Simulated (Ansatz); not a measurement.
## Zr in the hcp (Mg type) structure (space group P6_3/mmc, No. 194)

```
Zr
1.0
    3.24599     0.00000     0.00000
   -1.62299     2.81111     0.00000
    0.00000     0.00000     5.15074
Zr
2
Cartesian
  1.62299   0.93704   3.86306
  0.00000   1.87407   1.28769
```

Computed with r2SCAN (Ansatz, a quantum-chemistry and plane-wave program, PAW, no SOC). Settings: 16×16×9 k-points, 0.05 eV Fermi–Dirac smearing.

| Item | Result |
|---|---|
| Volume per atom | 23.50 Å³ |
| Density | 6.45 g/cm³ |
| Band gap | zero |
| Total energy | -4195.023 eV/atom (σ→0; compares only within this code and set-up) |

Whether these cells are dynamically stable was not tested. The final runs are not spin-polarised.
